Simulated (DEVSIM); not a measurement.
System: p-channel Si planar bulk MOSFET with Al2O3, at 400 K.

- Gate length = 40 nm
- Source drain length = 32 nm
- Dielectric thickness = 1.6 nm
- Lateral straggle = 2 nm
- Underlap = 0 nm
- Junction depth = 21.9 nm
- Substrate depth = 144 nm
- Gate work function = 5.03 eV
- Source and drain doping = 5.4e19 cm⁻³, Gaussian tails under the gate
- Body doping = 1.7e18 cm⁻³
- Lifetime = 9e-8 s
- Supply = 0.7 V
- Halo peak = 3.8e18 cm⁻³

All mobilities are scaled by 0.5; velocity saturation, μ/(1 + (μE/vsat)^b)^(1/b) with b = 2 for electrons and 1 for holes and E the electric field along each mesh edge, is on. Mobility is constant in doping.

The device is made up for the run: typed textbook-type constants, with dimensions and the other settings drawn at random. Values at 300 K; Nc and Nv go as T^1.5, mobilities as T to minus their exponent, the gap by Varshni's rule with the affinity fixed.

Si: gap (eV) 1.124, affinity (eV) 4.05, permittivity 11.7, Nc (cm⁻³) 2.86e19, Nv (cm⁻³) 3.1e19, μn (cm²/Vs) 1417, μp (cm²/Vs) 470, T exponent of μn 2.3, T exponent of μp 2.2, vsat,n (cm/s) 1e7, vsat,p (cm/s) 8.4e6, Varshni α (eV/K) 0.000473, Varshni β (K) 636. Al2O3: gap (eV) 6.8, affinity (eV) 1.35, permittivity 9.

Model (solved in DEVSIM): 2D drift-diffusion, Boltzmann statistics, complete ionisation; no quantum confinement, tunnelling, impact ionisation, self-heating, contact resistance or fringe fields beside the gate. Metal contacts follow the ideal Schottky-Mott rule: no Fermi-level pinning, no interface dipoles.

Transfer curves, |Id| in μA/μm:

```tsv
Vg (V)	Vd = -0.05 V	Vd = -0.7 V
0.21	0.0002769	0.0005996
0.175	0.0006468	0.001405
0.14	0.001513	0.003296
0.105	0.003544	0.007746
0.07	0.008308	0.01822
0.035	0.01948	0.04286
0	0.04563	0.1008
-0.035	0.1067	0.2364
-0.07	0.2483	0.5519
-0.105	0.5726	1.276
-0.14	1.297	2.874
-0.175	2.834	6.243
-0.21	5.837	12.82
-0.245	11.05	24.37
-0.28	18.89	42.01
-0.315	29.12	66.30
-0.35	41.20	96.66
-0.385	54.40	132.5
-0.42	68.21	173.0
-0.455	82.21	217.6
-0.49	96.14	265.5
-0.525	109.8	316.7
-0.56	123.1	370.4
-0.595	136.0	426.5
-0.63	148.4	484.6
-0.665	160.3	544.5
-0.7	171.7	606.1
```

Question: Work out the subthreshold swing at low drain bias from the rows at 0.07 and 0.035 V, and compare it with the thermal limit.

Answer: log10(0.01948/0.008308) = 0.370 over 35.0 mV, so S = 94.6 mV/decade. The limit kT/q ln 10 is 79.4 mV/decade; the ratio is 1.19. This is the steepest step of the table.

Question: Find both thresholds at the constant current 0.1 μA × (1 μm/L) a micrometre, and the DIBL.

Answer: The current is 2.50 μA/μm. Interpolating ln Id gives -0.169 V and -0.134 V; their difference over the 0.65 V of drain bias is 54 mV/V.

Source and drain are degenerate, where Boltzmann statistics are only rough. The electric field that drives the saturation includes the junctions' built-in field, which lowers the mobility there even at small currents: subthreshold currents come out too low, a known weakness of this choice.
